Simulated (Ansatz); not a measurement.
An Ansatz (a quantum-chemistry and plane-wave program) run: C with a change (biaxial strain +1.00 %, plane normal [001], relaxed out of plane); Ansatz, LDA, PAW, cutoff 420 eV, without spin-orbit coupling.

Input:

Ansatz 0.2 input:
```yaml
crystal:
  lattice:
    - [2.5222943903, 0, 0]
    - [0, 2.5222943903, 0]
    - [1.2611471951, -1.2611471951, 1.7570433764]
  atoms:
    - { symbol: C, position: [0, 0, 0] }
    - { symbol: C, position: [0.75, 0.75, 0.5] }
basis: { ecutwfc: 420, ecutrho_ratio: 4, xc_grid: 2, fft_grid_basis: typed }
kpoints: { mp_grid: { grid: [16, 16, 16] } }
hamiltonian:
  xc: lda
  dispersion: none
  pseudopotentials: { kind: paw }
scf: { occupations: { method: fermi_dirac, width: 0.05 } }
relax: { f_tol: 0.005, max_steps: 50, cell: { stress_tol: 0.01, fix: [a, b, gamma] } }
output: { forces: true, stress: true }
checkpoint: { write: state.ck, write_every: 1000 }
```

Output (explanatory and most iteration lines left out):

```
Relaxation: its limit of steps is 50 (relax.max_steps)
Pseudopotential: C, paw, valence charge 4
Crystal: 2 atoms, lattice volume = 11.178 Å³
Basis set: ecut = 420 eV, 213 PW (Γ), exchange–correlation on 36×36×36 points (8 copies of the dense FFT grid, shifted against one another)
Bands: 8, of which v1, the nominal top of the filled ones, is band 4 counted from 1 (3 counted from 0)
Symmetry: 16 space group operations
Space group: I41/amd (ITA 141), of the structure as read, at distance tolerance 2.2e-5 Å
k-points: 349 of 4096
Functional: x = slater, c = lda
SCF iter   1: F=—  HF=-485.977492 eV  |F-HF|=—  |Δ(HF+E_count)|=         —  Δρ=7.31e-3  dr2=2.13e-3  ethr=1.77e-3  ⟨swp⟩=4.7  Hψ=18025  notcnv=0
SCF iter   2: F=—  HF=-485.976991 eV  |F-HF|=—  |Δ(HF+E_count)|=   5.01e-4  Δρ=3.44e-3  dr2=4.69e-4  ethr=2.67e-5  ⟨swp⟩=1.0  Hψ=5587  notcnv=0
SCF 1 converged in 6 iterations: F = -485.976862 eV  dr2 = 1.61e-11
relax step   1: F+E_penalty+E_count = -485.97686233 eV  Δ(F+E_penalty+E_count) = +0.000e0 eV  max|allowed force component| = 5.551e-17 eV/Å  Δτ_max = 0.0000 Å  P = -6.772 GPa  Ω = 11.178 Å³  fix = [a, b, gamma]  reactions: a -11.395, b -11.395 GPa  (6 SCF iters, dr2 threshold 1.00e-7 eV, accepted)
[... steps on the carried basis left out ...]
relax step   5: F+E_penalty+E_count = -485.97704658 eV  Δ(F+E_penalty+E_count) = +4.202e-6 eV  max|allowed force component| = 2.498e-16 eV/Å  Δτ_max = 0.0000 Å  P = -7.802 GPa  Ω = 11.204 Å³  energy of the carried Pulay correction = -4.284e-6 eV  fix = [a, b, gamma]  reactions: a -11.704, b -11.704 GPa  (6 SCF iters, dr2 threshold 6.26e-9 eV, accepted)
Crystal: 2 atoms, lattice volume = 11.204 Å³
SCF iter   1: F=—  HF=-485.977052 eV  |F-HF|=—  |Δ(HF+E_count)|=         —  Δρ=6.90e-7  dr2=7.15e-12  ethr=1.86e-8  ⟨swp⟩=3.4  Hψ=26820  notcnv=0
SCF iter   2: F=—  HF=-485.977052 eV  |F-HF|=—  |Δ(HF+E_count)|=  2.00e-10  Δρ=3.45e-7  dr2=1.57e-12  ethr=8.94e-14 (applied; sched 1.00e-12)  ⟨swp⟩=2.6  Hψ=4769  notcnv=0
SCF 6 converged in 7 iterations: F = -485.977052 eV  dr2 = 2.12e-19
SCF converged after 7 iterations
Free energy (F): -485.977052 eV
Internal energy: -485.977052 eV  (E = F + TS)
E sigma→0 (E₀):  -485.977052 eV
Fermi energy:    15.296764 eV
--- Forces (eV/Å), atoms counted from 1 ---
  atom   1  C     -0.00000000    -0.00000000     0.00000000
  atom   2  C      0.00000000     0.00000000     0.00000000
--- Stress (GPa, compression-positive) ---
      -11.703355       0.000000      -0.000000
        0.000000     -11.703355       0.000000
       -0.000000       0.000000       0.000971
  P = ⅓ Tr σ = -7.8019 GPa (-78.019 kbar)
--- Relaxed structure (4 steps of the walk, 4 accepted, 2 SCFs on fresh bases) ---
  cell:  # Å, volume = 11.2044 Å³
    - [2.5222943903, 2.5531827155413885e-22, 3.588832130343874e-11]
    - [2.5531826798068534e-22, 2.5222943903, -3.588832105229016e-11]
    - [1.2611471951249416, -1.2611471951249416, 1.7611551036454922]
  atoms:
    - { symbol: C, position: [-3.533456717530084e-34, 2.4239046520771544e-34, 2.4855371648521824e-34] }
    - { symbol: C, position: [0.7499999999999999, 0.7500000000000001, 0.5000000000000001] }
```

Stability against distortions was not tested. The cell was made from C in the diamond structure (space group Fd-3m, No. 227) by this change: biaxial strain +1.00 %, plane normal [001], relaxed out of plane.
